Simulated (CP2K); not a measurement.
A working CP2K input for CaSeO3 (P2_1/c, 20 atoms in the cell) (DFT LDA (Pade form), GPW, DZVP-MOLOPT-SR-GTH basis, GTH-PADE potentials (GTH_POTENTIALS)):

```
&GLOBAL
  PROJECT calc
  RUN_TYPE ENERGY_FORCE
  PRINT_LEVEL LOW
&END GLOBAL
&FORCE_EVAL
  METHOD Quickstep
  STRESS_TENSOR ANALYTICAL
  &DFT
    BASIS_SET_FILE_NAME BASIS_MOLOPT
    POTENTIAL_FILE_NAME GTH_POTENTIALS
    &QS
      METHOD GPW
      EPS_DEFAULT 1E-11
    &END QS
    &MGRID
      CUTOFF 500
      REL_CUTOFF 40
      NGRIDS 5
    &END MGRID
    &SCF
      SCF_GUESS ATOMIC
      EPS_SCF 1E-7
      MAX_SCF 100
      ADDED_MOS 22
      &DIAGONALIZATION
        ALGORITHM STANDARD
      &END DIAGONALIZATION
      &MIXING
        METHOD BROYDEN_MIXING
        ALPHA 0.2
        NBUFFER 12
        BETA 1
      &END MIXING
      &SMEAR ON
        METHOD FERMI_DIRAC
        ELECTRONIC_TEMPERATURE [K] 232.09
      &END SMEAR
    &END SCF
    &KPOINTS
      SCHEME MACDONALD 4 3 4 0 0.1666666667 0
    &END KPOINTS
    &XC
      &XC_FUNCTIONAL PADE
      &END XC_FUNCTIONAL
    &END XC
    &PRINT
      &MO
        EIGENVALUES T
        OCCUPATION_NUMBERS T
        NDIGITS 8
        FILENAME mo
        &EACH
          QS_SCF 0
        &END EACH
        ADD_LAST NUMERIC
      &END MO
      &MULLIKEN OFF
      &END MULLIKEN
    &END PRINT
  &END DFT
  &SUBSYS
    &CELL
      A 6.36851600 0.00000000 0.00000000
      B 0.00000000 6.77968600 0.00000000
      C -4.90725600 0.00000000 6.50628700
      PERIODIC XYZ
    &END CELL
    &COORD
      Ca       4.80029551     5.90971669     0.80684465
      Ca      -3.33903551     0.86996931     5.69944235
      Ca      -0.88540751     2.51987369     2.44629885
      Ca       2.34666751     4.25981231     4.05998815
      Se      -0.32931741     2.28651690     5.88044725
      Se       1.79057741     4.49316910     0.62583975
      Se      -0.66305059     5.67635990     3.87898325
      Se       2.12431059     1.10332610     2.62730375
      O        0.45843225     2.82923076     4.47723634
      O        1.00282775     3.95045524     2.02905066
      O       -1.45080025     6.21907376     5.28219416
      O        2.91206025     0.56061224     1.22409284
      O       -1.81551931     4.65255952     3.12178157
      O        3.27677931     2.12712648     3.38450543
      O        5.73040731     1.26271652     0.13136193
      O       -4.26914731     5.51696948     6.37492507
      O       -0.75730703     0.18867866     2.79152244
      O        2.21856703     6.59100734     3.71476456
      O        4.67219503     3.57852166     0.46162106
      O       -3.21093503     3.20116434     6.04466594
    &END COORD
    &KIND Ca
      BASIS_SET DZVP-MOLOPT-SR-GTH
      POTENTIAL GTH-PADE-q10
    &END KIND
    &KIND Se
      BASIS_SET DZVP-MOLOPT-SR-GTH
      POTENTIAL GTH-PADE-q6
    &END KIND
    &KIND O
      BASIS_SET DZVP-MOLOPT-SR-GTH
      POTENTIAL GTH-PADE-q6
    &END KIND
  &END SUBSYS
  &PRINT
    &FORCES ON
    &END FORCES
    &STRESS_TENSOR ON
    &END STRESS_TENSOR
  &END PRINT
&END FORCE_EVAL
```

The run converged in 20 iterations: free energy E − TS -10275.9106 eV; top of the valence band (on the code's own zero) 4.09 eV; gap on the k-point mesh 4.33 eV; pressure -0.01 GPa; largest force (vector length) 0.879 eV/Å. Each of these slips is then made, one at a time:

(1)
```diff
-        ELECTRONIC_TEMPERATURE [K] 232.09
+        ELECTRONIC_TEMPERATURE [K] 11604.5
```

(2)
```diff
-      BASIS_SET DZVP-MOLOPT-SR-GTH
-      POTENTIAL GTH-PADE-q10
+      BASIS_SET DZVP-MOLOPT-SR-GTH-q10
+      POTENTIAL GTH-PADE-q2
```

Question: How does each altered input end?

Answer: 
(1) A smearing width that is far too large. The run converged in 20 iterations without an error; against the sound input the free energy falls by 129 meV/atom, the pressure goes from -0.01 to 4.11 GPa, the largest force goes from 0.879 to 2.200 eV/Å and the gap on the mesh goes from 4.326 to 4.430 eV.

(2) A basis and a potential made for different valence counts. The program stopped before any SCF iteration, with the message: Basis-set and pseudo-potential of atomic kind 'Ca' were optimized for different valence electron numbers. qs_kind_types.F:2782.

The starting cell comes from a database of computed structures (which also holds hypothetical and non-ambient phases and stackings), without a prior relaxation at this level. Its lattice was rescaled by a random factor within 2.5 % of one. Values carry the incompleteness of an atom-centred basis.

Left out of this page: 3 runs of the series outside the window shown, repeating another row's setting, or not comparable; 1 run of the series held back from this collection.
